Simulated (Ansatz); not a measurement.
Mo₂C, treated with LDA (PAW; Ansatz, a first-principles code).

Numerical settings: plane-wave cutoff 520 eV, 10×8×8 k mesh (along the axes of the cell as run), Fermi–Dirac smearing 0.03 eV, no spin polarisation, scalar-relativistic PAW data made under PBE.

Starting structure:

```
CELL_PARAMETERS angstrom
      4.73500     0.00000     0.00000
      0.00000     6.02500     0.00000
      0.00000     0.00000     5.21000
ATOMIC_POSITIONS crystal
  C  0.00000 0.37500 0.25000
  C  0.50000 0.12500 0.75000
  C  0.00000 0.62500 0.75000
  C  0.50000 0.87500 0.25000
  Mo 0.24500 0.12500 0.08300
  Mo 0.25500 0.37500 0.58300
  Mo 0.74500 0.37500 0.91700
  Mo 0.75500 0.12500 0.41700
  Mo 0.75500 0.87500 0.91700
  Mo 0.74500 0.62500 0.41700
  Mo 0.25500 0.62500 0.08300
  Mo 0.24500 0.87500 0.58300
```

Problem. Into what structure does the relaxation of cell and atoms lead at this level, with the symmetry of the start kept?

Solution. The volume decreases by 3.1 %; final space group Pbcn.
```
CELL_PARAMETERS angstrom
      4.68353     0.00000     0.00000
      0.00000     5.97308     0.00000
      0.00000     0.00000     5.15047
ATOMIC_POSITIONS crystal
  C  0.00000 0.37723 0.25000
  C  0.50000 0.12277 0.75000
  C  0.00000 0.62277 0.75000
  C  0.50000 0.87723 0.25000
  Mo 0.24542 0.12236 0.07963
  Mo 0.25458 0.37764 0.57963
  Mo 0.74542 0.37764 0.92037
  Mo 0.75458 0.12236 0.42037
  Mo 0.75458 0.87764 0.92037
  Mo 0.74542 0.62236 0.42037
  Mo 0.25458 0.62236 0.07963
  Mo 0.24542 0.87764 0.57963
```
